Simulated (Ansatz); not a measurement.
System: AlAs (model structure, started from the BN type, Pm-3n, No. 223, 12 atoms in the cell). Method: PBEsol+SOC (PAW; Ansatz, a quantum-chemistry and plane-wave program).

From the output:

```
Crystal: 12 atoms, lattice volume = 340.702 Å³
Basis set: ecut = 520 eV, 9093 PW (Γ), exchange–correlation on 108×108×108 points (8 copies of the dense FFT grid, shifted against one another)
Bands: 132, of which v1, the nominal top of the filled ones, is band 108 counted from 1 (107 counted from 0)
Symmetry: 48 space group operations + 48 with time reversal
k-points: 10 of 64
Initial density: superposition of atomic densities (chi_scale 0.1, normalization cell, long waves kept (reshape's long-wave potential 0.00 eV rms))
Functional: x = pbesol(κ = 0.804, μ = 0.12345679012345678), c = pbesol(β = 0.046)
spin=Noncollinear: Resta preconditioning applied to the charge; magnetization (m_x, m_y, m_z) channels mix plain (no charge-response kernel on spin).
SCF 1 converged in 10 iterations: F = -32029.211411 eV  dr2 = 1.12e-10
SCF converged after 10 iterations
Free energy (F): -32029.211411 eV
Internal energy: -32029.211411 eV  (E = F + TS)
E sigma→0 (E₀):  -32029.211411 eV
Fermi energy:    4.915351 eV
--- Stress (GPa, compression-positive) ---
       -0.019877       0.000000       0.000000
        0.000000      -0.019877       0.000000
        0.000000       0.000000      -0.019877
  P = ⅓ Tr σ = -0.0199 GPa (-0.199 kbar)
```

**Question.** Write an input file that could have produced this run (the log leaves some choices open).

**Answer.** Several could match; the one computed here: 
Ansatz 0.2 input:
```yaml
crystal:
  lattice:
    - [6.9843289382, 0.0, 0.0]
    - [0.0, 6.9843289382, 0.0]
    - [0.0, 0.0, 6.9843289382]
  atoms:
    - { symbol: Al, position: [0.25, 0.0, 0.5] }
    - { symbol: Al, position: [0.5, 0.25, 0.0] }
    - { symbol: Al, position: [0.5, 0.75, 0.0] }
    - { symbol: Al, position: [0.75, 0.0, 0.5] }
    - { symbol: Al, position: [0.0, 0.5, 0.75] }
    - { symbol: Al, position: [0.0, 0.5, 0.25] }
    - { symbol: As, position: [0.25, 0.5, 0.0] }
    - { symbol: As, position: [0.0, 0.25, 0.5] }
    - { symbol: As, position: [0.0, 0.75, 0.5] }
    - { symbol: As, position: [0.75, 0.5, 0.0] }
    - { symbol: As, position: [0.5, 0.0, 0.75] }
    - { symbol: As, position: [0.5, 0.0, 0.25] }
basis:
  ecutwfc: 520
  ecutrho_ratio: 4
  xc_grid: 2
kpoints:
  mp_grid: { grid: [4, 4, 4] }
  band_path: { path: [[0, 0, 0], [0, 0.333333, 0]], npoints: 1 }
hamiltonian:
  xc: pbesol
  dispersion: none
  pseudopotentials: { kind: paw }
scf:
  occupations: { method: fermi_dirac, width: 0.01 }
  convergence: { dr2_threshold: 0.0000000012 }
output:
  forces: true
  stress: true
  eigenvalues: true
  write_bands: true
magnetization:
  noncollinear: true
  spin_orbit: true
```

The PAW data were made under PBE.

Note: the relaxation could raise the start's symmetry but not lower it, so the cell can be a saddle point.

A model structure was made by putting elements into a prototype or built by hand; it is no filed structure, need not be a known phase, and can be a saddle point held by its symmetry.
